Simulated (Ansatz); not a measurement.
# Thermal expansion of hcp (Mg type) Sc

Method: quasi-harmonic lattice dynamics, DFT at the PBE level (Ansatz, a first-principles code); phonon mesh 3×3×3, k mesh 12×12×6. 

```tsv
T (K)	α_a (10⁻⁶/K)	α_c (10⁻⁶/K)	C_P (J/mol/K)	bulk modulus B_T (GPa)	γ
50	1.0	5.2	6.9	53.7	0.82
100	4.0	12.6	17.1	53.4	0.96
150	5.3	16.5	21.5	53.0	1.00
200	5.8	18.8	23.5	52.7	1.02
250	6.0	20.5	24.8	52.3	1.04
300	6.1	21.9	25.6	51.9	1.05
350	6.1	23.2	26.2	51.4	1.05
400	6.0	24.4	26.7	51.0	1.06
450	5.9	25.5	27.2	50.6	1.06
```

The conventional lattice constants at 300 K is a = 3.326 Å, c = 5.189 Å. The entropy at 300 K comes out as 35.4 J/(mol K). The adiabatic bulk modulus at 300 K is 52.4 GPa and the bulk modulus without vibrations is 54.4 GPa. The zero-point volume expansion comes out as 0.38 %.

Computed at 300 K against measurement: linear expansion coefficient 11.37 computed, 10.20 measured 10⁻⁶/K (+11 %; Wikipedia, Thermal expansivities of the elements); lattice constant a 3.326 computed, 3.309 measured Å (+0.5 %; Wikipedia, Scandium (infobox)); lattice constant c 5.189 computed, 5.268 measured Å (-1.5 %; Wikipedia, Scandium (infobox)).  

Values include zero-point motion; explicit anharmonicity at fixed volume is left out.

The crystal is held in this phase throughout; melting and phase transitions are not modelled.
